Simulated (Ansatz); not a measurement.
H on the 1x1 (110) surface of bcc Mo, one in a 1x1 cell, energies for each (7.1 Å²). Energies are against ½ H2(g), without zero-point or thermal terms; each row is named by its start.

All values below come from PBE (plane waves to 420 eV, PAW; Ansatz, a first-principles code).

Model: 5-atom slab, 6.5 Å thick at the start under the adsorbate (thin: gaps and levels are the slab's own), 12x12x1 mesh, Fermi-Dirac 0.1 eV, dipole correction, 2 atoms held, the rest relaxed; each run with such symmetry as its start has; no spin, no spin-orbit, no U, no dispersion correction.

A negative adsorption energy means that the adsorbate is more stable on the surface than in its reference. Heights count from the host atoms within 0.3 Å of the top one.

```csv
starting site,E_ads (eV),height (Å),nearest host atom (Å),bonded to,Δ work function (eV),lateral drift (Å)
top Mo,(withheld),1.73,Mo 1.73,Mo,2.06,0.0
hollow Mo-Mo-Mo,(withheld),1.08,Mo 1.91,3 Mo,0.02,0.0
bridge Mo-Mo (span 2.7 Å),-0.58,1.30,Mo 1.89,2 Mo,0.58,0.0
bridge Mo-Mo (span 3.2 Å),-0.45,1.06,Mo 1.90,2 Mo,-0.10,0.0
```

Task: Complete the blanks.

Result: 
- top Mo, E_ads (eV): 0.25
- hollow Mo-Mo-Mo, E_ads (eV): -0.73
